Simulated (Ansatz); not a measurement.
## MgS: pressure series

The reference is MgS in the rock salt structure (space group Fm-3m, No. 225; a = 5.182 Å).

Cell and atoms are relaxed at each pressure.

Level of theory: PBEsol (Ansatz, a quantum-chemistry and plane-wave program, PAW, without spin-orbit coupling).

Candidates:
(a) pressure 10 GPa
(b) pressure 5 GPa
(c) pressure −1 GPa
(d) pressure 7.5 GPa
(e) pressure −2 GPa

Before the change:

| Quantity | Result |
|---|---|
| Band gap | 2.73 eV |

Task: Order them by band gap, highest first.

Result: (a) pressure 10 GPa (2.92 eV), (d) pressure 7.5 GPa (2.88 eV), (b) pressure 5 GPa (2.84 eV), (c) pressure −1 GPa (2.70 eV), (e) pressure −2 GPa (2.67 eV)

Load acts through the strain it causes; cell and atoms are relaxed under it. Whether these cells are dynamically stable was not tested. No other phases were tried under pressure.
